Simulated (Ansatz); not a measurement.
C: point defects

Base system: an 8-atom supercell of C in the diamond structure (space group Fd-3m, No. 227; a = 3.560 Å) at its relaxed geometry.

One neutral defect a cell, atoms relaxed at fixed cell.

Computed with r2SCAN, PAW, 500 eV (Ansatz, a first-principles code; no spin-orbit coupling).

Base values:

```
Item        Value
--------  -------
Pressure  0.0 GPa
```

Question: The aim is a pressure between 161.6 GPa and 172.2 GPa. Which of these changes reaches it?
A. Pb on a C site
B. C vacancy
C. Mo on a C site

Answer: C, Mo on a C site. It gives 165.7 GPa; C vacancy gives -0.5 GPa; Pb on a C site gives 234.6 GPa. Changes not listed may reach it too

Other magnetic orders, which the real material may have, were not ruled out. In so small a cell the defect repeats every few ångströms: this is an ordered compound, not a dilute defect. The mesh was chosen for an insulator and is coarse for the gapless case. Seeded moments were not kept for C vacancy and Pb on a C site.
